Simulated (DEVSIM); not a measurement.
System: Si/Ge n-p heterojunction, at 400 K.

```
layer (left to right)  material  thickness (μm)  Nd (cm⁻³)  Na (cm⁻³)  τn (s)  τp (s)
---------------------  --------  --------------  ---------  ---------  ------  ------
1                            Si           0.390     5.3e16          -  1.1e-5  1.1e-5
2                            Ge            2.10          -       5e16  1.1e-5  1.1e-5
```

Left contact: ohmic. Right contact: ohmic. Voltage is applied to the left contact. Recombination: SRH at mid-gap, radiative. Mobility is μmin + (μ − μmin)/(1 + (N/Nref)^α).

Constants are typed, rounded textbook-type inputs, not results; the design itself was drawn at random and stands for no fabricated device. Values at 300 K; Nc and Nv go as T^1.5, mobilities as T to minus their exponent, the gap by Varshni's rule with the affinity fixed.

```
parameter               Si        Ge
----------------  --------  --------
gap (eV)             1.124     0.664
affinity (eV)         4.05         4
permittivity          11.7        16
Nc (cm⁻³)          2.86e19   1.04e19
Nv (cm⁻³)           3.1e19      6e18
μn (cm²/Vs)           1417      3900
μp (cm²/Vs)            470      1900
μn,min                  52       150
μp,min                  45       100
Nref,n              9.7e16    2.6e17
Nref,p              2.2e17      4e17
αn                    0.68      0.56
αp                    0.72       0.6
T exponent of μn       2.3      1.66
T exponent of μp       2.2      2.33
B (cm³/s)          4.7e-15   6.4e-14
Varshni α (eV/K)  0.000473  0.000477
Varshni β (K)          636       235
```

Model (solved in DEVSIM): 1D drift-diffusion, Boltzmann statistics, complete ionisation; no tunnelling, impact ionisation, image-force lowering or self-heating. Band offsets follow the typed affinities; no thermionic-emission limit at abrupt steps, no polarisation charge.

The thickness of layer 2 was swept, all else fixed.

```tsv
thickness of layer 2 (μm)	dark forward voltage at 100 A/cm² (V)
0.42	0.085
0.73	0.103
1.3	___
2.1	0.139
3.6	0.158
6.3	0.179
10	0.195
```

**Question.** Complete the blanks.

**Answer.** 
- 1.3, dark forward voltage at 100 A/cm² (V): 0.123
